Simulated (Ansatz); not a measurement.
Convergence study of the plane-wave cutoff for KVF3 (P4mm, 5 atoms in the cell)

```
KVF3
1.0
    4.15001     0.00000     0.00000
    0.00000     4.15001     0.00000
    0.00000     0.00000     4.15001
K V F
1 1 3
Cartesian
  0.00000   0.00000   0.05000
  2.07500   2.07500   2.07500
  0.00000   2.07500   2.07500
  2.07500   0.00000   2.07500
  2.07500   2.07500   0.00000
```
Moments meant for the start (each program seeds them in its own way; μB, in the order of the atoms K V F F F): 0.0 2.0 0.0 0.0 0.0.

Method: LDA (PW92), default PAW files made with PBE (plane waves; Ansatz, a quantum-chemistry and plane-wave program).

Base settings: basis.ecutwfc = 420 eV; kpoints.mp_grid.grid = 5 5 5; hamiltonian.xc = lda; hamiltonian.pseudopotentials = {kind: paw} (the program's default PAW files); magnetization.spin_polarized = true; scf.occupations.method = fermi_dirac; scf.occupations.width = 0.01 eV.

The second cell is the first with its lattice scaled by 0.98.

The mesh stays at the base's, so the ladder's end is converged at best in this setting alone.

The first pressure column holds Ansatz's estimate of the finite-basis (Pulay) stress, which hides part of the cutoff error; the other is without it.

Only quantities that move along the ladder and can be compared are tabulated.

The count of work is k-points × plane waves × bands × iterations; it is no time. 

The starting cell comes from a database of computed structures (which also holds hypothetical and non-ambient phases and stackings), without a prior relaxation at this level. Its lattice was rescaled by up to half a per cent. One atom was moved a little off its site on purpose. With one magnetic atom in the cell only a parallel order is possible. In the base run, with a pressure of about -7 GPa the cell is away from its equilibrium volume at this level.

Steps (basis.ecutwfc): 145 eV; 170 eV; 190 eV; 210 eV; 230 eV; 250 eV; 295 eV; 335 eV; 380 eV; 420 eV; 460 eV; 505 eV; 565 eV; 630 eV; 735 eV; 840 eV; 1010 eV.

Q: What is the coarsest basis.ecutwfc that holds the forces within 0.02 eV/Å of the last step, with all finer ones?

A: 295 eV, at 0.14 of the last step's count of work; the step before is off by 0.040 eV/Å.

Q: What is the coarsest basis.ecutwfc that holds the energy of the compressed cell less the first within 2 meV/atom of the last step, with all finer ones?

A: 335 eV, at 0.20 of the last step's count of work; the step before is off by 28 meV/atom.

Q: What is the coarsest basis.ecutwfc that holds the pressure without the Pulay estimate within 0.1 GPa of the last step, with all finer ones?

A: 505 eV, at 0.35 of the last step's count of work; the step before is off by 0.11 GPa.

```csv
basis.ecutwfc,free energy less the last step's (meV/atom),energy of the compressed cell less the first (meV/atom),pressure (GPa),pressure without the Pulay estimate (GPa),largest difference of a force vector from the last step's (eV/Å),count of work / last
145 eV,31907.29,227.70,20.22,-805.81,0.181,0.050
170 eV,17293.32,100.83,9.20,-542.62,0.046,0.070
190 eV,10577.49,-178.06,-5.41,-388.29,0.069,0.084
210 eV,6209.32,54.50,-12.77,-266.52,0.123,0.094
230 eV,3688.13,-71.09,-12.60,-182.19,0.013,0.10
250 eV,2138.40,-33.86,-11.92,-121.65,0.040,0.12
295 eV,586.00,-53.03,-6.78,-47.34,0.002,0.14
335 eV,153.46,-24.35,-6.80,-20.16,0.002,0.20
380 eV,29.72,-25.57,-6.86,-10.09,0.000,0.23
420 eV,6.48,-25.52,-6.84,-7.57,0.000,0.26
460 eV,2.20,-25.39,-6.83,-6.94,0.000,0.30
505 eV,1.71,-25.39,-6.82,-6.83,0.000,0.35
565 eV,1.62,-25.40,-6.83,-6.83,0.000,0.41
630 eV,1.51,-25.40,-6.83,-6.83,0.000,0.49
735 eV,1.18,-25.40,-6.82,-6.85,0.000,0.62
840 eV,0.50,-25.40,-6.83,-6.86,0.000,0.75
1010 eV,0.00,-25.40,-6.83,-6.83,0.000,1.0
```

The energy difference between the two cells stays within 1 meV/atom of the last step's from 380 eV on, the total only from 840 eV on: much of the error is common to both cells and cancels.

At the lowest cutoff the pressure without the Pulay estimate lies 799 GPa under the last step's, the usual sign of Pulay stress in an incomplete plane-wave basis.

Keys are those of Ansatz 0.2.
